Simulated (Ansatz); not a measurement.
Consider the following.

End structure of a constructed model of the (111) surface of fcc Pt, a layer of Mg in place of the second plane (bottom of the slab: a bare face, its two planes held):

```xyz
6
Lattice="2.8072 0.0000 0.0000 -1.4036 2.4311 0.0000 0.0000 0.0000 28.0000" Properties=species:S:1:pos:R:3 pbc="T T T"
Pt     0.0000     1.6207     8.2398
Pt     1.4036     0.8104    10.5319
Pt     0.0000     0.0000    12.8331
Pt     0.0000     1.6207    15.2187
Mg     1.4036     0.8104    17.3616
Pt     0.0000     0.0000    19.4817
```

Set-up: 6 atoms, 11.5 Å thick at the start; mesh 15x15x1; 0.1 eV smearing; dipole correction on; 2 atoms held, the rest relaxed; start symmetry kept, larger cells not searched; no spin, no spin-orbit, no U. It is one candidate, not shown to be the stable structure of the face.

Task: What is the computed work function of the top face (PBE in Ansatz, a program for electronic structure)?

Result: 4.88 eV
